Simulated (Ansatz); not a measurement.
This concerns the energy of the reaction as written. Reaction: 1/4 cell B + 3/4 H2O (gas) → cell A + 3/8 H2 (gas). The sign is products less reactants.

Cell A: a slab of Rh (fcc, Fm-3m) cut along (111), 10 atoms, hexagonal cell of 2.71 Å (6.4 Å²), symmetry Cm within 0.02 Å, 17.5 Å thick under 16 Å of vacuum, in-plane vectors held at the crystal's; planes from bottom to top: Rh × 8 | HO, its two faces unlike (dipole correction applied); added, foreign or displaced atoms, above the top plane: OH bound through O to 2 Rh at 2.14 Å; spin state with PBE: run without spin, k-point mesh 20×20×1.
```
CELL_PARAMETERS angstrom
      2.70958     0.00000     0.00000
      1.35479     2.34656     0.00000
      0.00000     0.00000    33.59092
ATOMIC_POSITIONS crystal
  Rh 0.63790 0.61724 0.23873
  Rh 0.97141 0.95108 0.30335
  Rh 0.30421 0.28368 0.36874
  Rh 0.63814 0.61713 0.43485
  Rh 0.97391 0.95359 0.50071
  Rh 0.30386 0.28520 0.56655
  Rh 0.62371 0.60287 0.63276
  Rh 0.98216 0.96140 0.69785
  O  0.45468 0.43396 0.74702
  H  0.64789 0.62719 0.75854
```

Cell B: a slab of Rh (fcc, Fm-3m) cut along (111), 34 atoms, hexagonal cell of 5.42 Å (25.4 Å²), symmetry Cm within 0.02 Å, 17.6 Å thick under 16 Å of vacuum, in-plane vectors held at the crystal's; planes from bottom to top: Rh4 × 8 | O | H, its two faces unlike (dipole correction applied); added, foreign or displaced atoms, above the top plane: OH bound through O to 2 Rh at 2.13 Å; spin state with PBE: run without spin, k-point mesh 8×8×1.
```
Rh32HO
1.0
    5.41916     0.00000     0.00000
    2.70958     4.69313     0.00000
    0.00000     0.00000    33.59092
Rh O H
32 1 1
Direct
  0.83037   0.32731   0.23912
  0.33025   0.32724   0.23914
  0.83021   0.82720   0.23911
  0.33032   0.82736   0.23912
  0.99700   0.99399   0.30362
  0.49695   0.99392   0.30363
  0.99693   0.49394   0.30363
  0.49698   0.49397   0.30364
  0.16365   0.16064   0.36916
  0.66365   0.16050   0.36909
  0.16351   0.66064   0.36909
  0.66355   0.66054   0.36913
  0.82978   0.32765   0.43527
  0.33016   0.32715   0.43520
  0.83028   0.82728   0.43523
  0.33066   0.82677   0.43527
  0.99713   0.99412   0.50120
  0.49754   0.99388   0.50130
  0.99689   0.49453   0.50130
  0.49706   0.49406   0.50111
  0.16335   0.16034   0.56718
  0.66304   0.16122   0.56709
  0.16423   0.66004   0.56709
  0.66450   0.66149   0.56769
  0.82975   0.32587   0.63232
  0.32933   0.32632   0.63245
  0.82738   0.82437   0.63497
  0.32888   0.82674   0.63232
  0.99359   0.99059   0.69660
  0.49637   0.99655   0.69937
  0.99955   0.49336   0.69937
  0.50020   0.49720   0.69625
  0.22381   0.22080   0.74792
  0.31207   0.30910   0.76334
```

Reference: an isolated H2 molecule (singlet) in a box of 11 × 11 × 13 Å.

Reference: an isolated H2O molecule (singlet) in a box of 11 × 13 × 13 Å.

Plane-wave PAW calculations with Ansatz (a first-principles code), its default PAW set, cutoff 420 eV, 500 eV for r2SCAN. The structures are at rest with PBE, within the held lattices; other levels are single points on them. Neutral cells; Fermi-Dirac smearing of at most 0.10 eV in the solids, energies taken to zero width. The lattices are those relaxed with PBE, so at other levels the solids can be strained, which adds to the spread. Larger cells are relaxed from a start prepared with the learned potential CHGNet, on a coarser mesh till forces fall under 0.03 eV/Å, which some starts already meet. A dispersion term (D3(BJ), or D4 for r2SCAN) was computed beside these levels and is taken off wherever the name lacks it. The PAW files were made for PBE and serve at the other functionals too. Space groups of crystals are read within 0.01 Å. No zero-point or thermal terms. No structure search was made; lower ones may exist. The d electrons get no Hubbard U. Values are for these cell sizes. The cells' k-point meshes differ in density, so the last digit is unsettled. Cell A has symmetry Cm within 0.02 Å and got no random move, so less symmetric positions, which may lie lower, weren't tried. Cell B has symmetry Cm within 0.02 Å and got no random move, so less symmetric positions, which may lie lower, weren't tried.

Task: Predict the value from r2SCAN.

Result: 0.40 eV, for 1/4 cell B + 3/4 H2O (gas) → cell A + 3/8 H2 (gas).

Task: What do the other levels give, and how wide is the spread?

Result: 
| Level | value (eV) | less r2SCAN |
|---|---|---|
| PBE | 0.60 | 0.20 |

The levels shown span 0.20 eV, from r2SCAN (0.40) to PBE (0.60).
